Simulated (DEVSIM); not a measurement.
Device: TaN/HfO2/SiO2/p-Si capacitor, at 300 K.

```csv
layer (left to right),material,thickness (nm),Na (cm⁻³)
1,HfO2,3.00,-
2,SiO2,1.30,-
3,Si,750,5.8e17
```

Metal gate on the left, work function 4.4 eV. Fixed charge at the semiconductor interface 0 cm⁻² (in units of +e); no interface traps.

The device is made up for the run: typed textbook-type constants, with dimensions and the other settings drawn at random. Values at 300 K; Nc and Nv go as T^1.5, mobilities as T to minus their exponent, the gap by Varshni's rule with the affinity fixed.

| parameter | HfO2 | SiO2 | Si |
|---|---|---|---|
| gap (eV) | 5.7 | 9 | 1.124 |
| affinity (eV) | 2.5 | 0.9 | 4.05 |
| permittivity | 22 | 3.9 | 11.7 |
| Nc (cm⁻³) | - | - | 2.86e19 |
| Nv (cm⁻³) | - | - | 3.1e19 |
| Varshni α (eV/K) | - | - | 0.000473 |
| Varshni β (K) | - | - | 636 |

DEVSIM, 1D Poisson equation in equilibrium, Boltzmann statistics, complete ionisation; no quantum confinement or tunnelling. Metal contacts follow the ideal Schottky-Mott rule: no Fermi-level pinning, no interface dipoles.

The temperature was swept, all else fixed.

```tsv
temperature (K)	flat-band voltage (V)	threshold voltage (band bending 2φF) (V)	minimum of the low-frequency capacitance (μF/cm²)
250	-0.71	0.50	0.212
300	-0.67	0.47	0.225
350	-0.63	0.44	0.233
400	-0.59	…	…
450	-0.55	0.37	0.262
500	-0.51	0.34	0.281
```

What belongs in the gaps?


- 400, threshold voltage (band bending 2φF) (V): 0.41
- 400, minimum of the low-frequency capacitance (μF/cm²): 0.249
